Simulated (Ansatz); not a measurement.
Take WSe2 (space group P6_3/mmc, No. 194; layered, stacked along the Cartesian z axis) as the base.

```xyz
6
Lattice="3.2305 0.0000 0.0000 -1.6152 2.7977 0.0000 0.0000 0.0000 12.4111" Properties=species:S:1:pos:R:3 pbc="T T T"
W      1.6152     0.9326     9.3083
W      0.0000     1.8651     3.1028
Se     1.6152     0.9326     4.7838
Se     0.0000     1.8651    10.9894
Se     0.0000     1.8651     7.6273
Se     1.6152     0.9326     1.4217
```

Cartesian axes are those of the cell as printed.

All numbers come from Kohn–Sham DFT with the PBEsol-D3(BJ) functional, run in Ansatz (an electronic-structure program) with PAW and 420 eV plane waves, no spin-orbit coupling.

Perturbation: the cell is scaled by 1.0240 in all directions, atoms relaxed at fixed cell.

### Question
Predict the stress tensor and what it implies for the stiffness.

### Answer
Stress of the strained cell less that of the base (GPa, compression positive):
```
  -5.91    0.00    0.00
   0.00   -5.91    0.00
   0.00    0.00   -2.43
```

Then B = −ΔP/(ΔV/V₀) with ΔV/V₀ = 0.0737 gives secant stiffness values (nonlinear terms included at this strain): B (at held cell shape, above the free-shape value) ≈ 64 GPa.

As a check, the harmonic strain energy −½ V₀ Δσ:ε is 20 meV/atom; the computed energy rise is 22 meV/atom.

No phonon test of stability was made.
